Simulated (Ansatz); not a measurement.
**Effect of pressure 5 GPa on Si**

The parent structure is Si (space group Ia-3, No. 206; a = 6.602 Å).

The change: cell and atoms relaxed at a pressure of 5 GPa.

Method: PBEsol/PAW in Ansatz (a first-principles code), no SOC. Settings: 10×10×10 k-points, 0.05 eV Fermi–Dirac smearing.

```json
[
 {"quantity": "volume per atom", "base": "17.98 Å³", "changed": "17.11 Å³", "shift": "-0.87 Å³"},
 {"quantity": "density", "base": "2.59 g/cm³", "changed": "2.72 g/cm³", "shift": "+0.13 g/cm³"},
 {"quantity": "shortest interatomic distance", "base": "2.340 Å", "changed": "2.329 Å", "shift": "-0.0104 Å"},
 {"quantity": "enthalpy H = E + PV relative to the base's energy", "base": "–", "changed": "+0.55 eV/atom", "shift": "–"},
 {"quantity": "band gap", "base": "zero", "changed": "zero", "shift": "–"}
]
```

Cost of the whole job for the changed cell (relaxation, final SCF and bands): very roughly 50 core-seconds.

Load acts through the strain it causes; cell and atoms are relaxed under it. Stability against distortions was not tested. Competing high-pressure phases were not computed. This is not the structure that Si has at room temperature and ambient pressure. A zero or small gap of Si can be the functional's error rather than a property of the material.
